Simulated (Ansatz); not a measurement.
Structures of equal composition on the (111)A surface of 3C silicon carbide (Si plane on top): (√3x√3)R30° Sb adatom at H3; (√3x√3)R30° Sb adatom at T4. The slabs share one bottom face, and each structure is named by its start. These are constructed structures in small cells; real faces may alloy, dewet or reconstruct in larger ones, and not all known structures of the face are among them. Slabs of about 10 Å with all that they carry, Fermi-Dirac smearing of 0.025 eV. Bottom of the slabs: H caps. Relaxed from the named starts with such symmetry as they have, on meshes of like density; energies extrapolated to zero smearing; no spin-orbit coupling, no U. Spin-polarised runs, if any, are marked in brackets, and their order is one that fits the cell; the others ran without spin. Where a second, spin-polarised start was run, the lower counts.

Host crystal: 3C silicon carbide, with a band gap (PBE, scalar-relativistic without spin-orbit coupling).

These are r2SCAN, at the PBE geometry (plane waves to 500 eV, PAW; Ansatz, a program for electronic structure) values and carry that method's errors.

Task: Put the candidates in order of energy per 1x1 cell, lowest first, for r2SCAN, at the PBE geometry.

Result: (√3x√3)R30° Sb adatom at T4 (0.000 eV, gap 1.89 eV on the mesh), (√3x√3)R30° Sb adatom at H3 (0.117 eV, gap 1.64 eV on the mesh)
